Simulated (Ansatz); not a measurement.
An Ansatz (an electronic-structure program) run: CsSnBr3; PBE/PAW in Ansatz, no spin-orbit coupling, earlier PAW set.

Input:

Ansatz 0.2 input:
```yaml
crystal:
  lattice:
    - [5.8962432422, 0, 0]
    - [0, 5.8962432422, 0]
    - [0, 0, 5.8962432422]
  atoms:
    - { symbol: Cs, position: [0, 0, 0] }
    - { symbol: Sn, position: [0.5, 0.5, 0.5] }
    - { symbol: Br, position: [0, 0.5, 0.5] }
    - { symbol: Br, position: [0.5, 0.5, 0] }
    - { symbol: Br, position: [0.5, 0, 0.5] }
basis: { ecutwfc: 420, ecutrho_ratio: 4, xc_grid: 2, fft_grid_basis: typed }
kpoints: { mp_grid: { grid: [6, 6, 6] } }
hamiltonian:
  xc: pbe
  dispersion: none
  pseudopotentials: { azcp: { folder: ./paw }, kind: paw }
scf: { occupations: { method: fermi_dirac, width: 0.05 }, convergence: { dr2_threshold: 0.0000000005 } }
output: { forces: true, stress: true }
```

Output (explanatory and most iteration lines left out):

```
Pseudopotential: Cs, paw, valence charge 9
Pseudopotential: Sn, paw, valence charge 14
Pseudopotential: Br, paw, valence charge 7
Crystal: 5 atoms, lattice volume = 204.987 Å³
Basis set: ecut = 420 eV, 3959 PW (Γ), exchange–correlation on 80×80×80 points (8 copies of the dense FFT grid, shifted against one another)
Bands: 27, of which v1, the nominal top of the filled ones, is band 22 counted from 1 (21 counted from 0)
Symmetry: 48 space group operations
Space group: Pm-3m (ITA 221), of the structure as read, at distance tolerance 5.9e-5 Å
k-points: 20 of 216
Functional: x = pbe(κ = 0.804, μ = 0.2195149727645171), c = pbe(β = 0.06672455060314922)
SCF iter   1: F=—  HF=-20051.847190 eV  |F-HF|=—  |Δ(HF+E_count)|=         —  Δρ=2.15e-2  dr2=1.81e0  ethr=3.10e-3  ⟨swp⟩=7.0  Hψ=2568  notcnv=0
SCF iter   2: F=—  HF=-20051.257444 eV  |F-HF|=—  |Δ(HF+E_count)|=   5.90e-1  Δρ=9.80e-3  dr2=5.39e-1  ethr=3.10e-3  ⟨swp⟩=4.0  Hψ=1289  notcnv=0  defer=7
SCF 1 converged in 9 iterations: F = -20050.995838 eV  dr2 = 2.60e-10
SCF converged after 9 iterations
Free energy (F): -20050.995838 eV
Internal energy: -20050.995816 eV  (E = F + TS)
E sigma→0 (E₀):  -20050.995827 eV
Entropy (-TS):   -0.000021 eV (-0.004 meV/atom)
Fermi energy:    4.415009 eV
--- Forces (eV/Å), atoms counted from 1 ---
  atom   1  Cs    -0.00000000    -0.00000000    -0.00000000
  atom   2  Sn     0.00000000    -0.00000000    -0.00000000
  atom   3  Br     0.00000000     0.00000000    -0.00000000
  atom   4  Br     0.00000000     0.00000000     0.00000000
  atom   5  Br     0.00000000    -0.00000000    -0.00000000
--- Stress (GPa, compression-positive) ---
        0.000605       0.000000       0.000000
        0.000000       0.000605       0.000000
        0.000000       0.000000       0.000605
  P = ⅓ Tr σ = 0.0006 GPa (0.006 kbar)
```

Whether these cells are dynamically stable was not tested. The cell is CsSnBr3 in the cubic perovskite structure (space group Pm-3m, No. 221). Many cubic perovskites are stable only at high temperature; tilts and polar distortions were not tested.
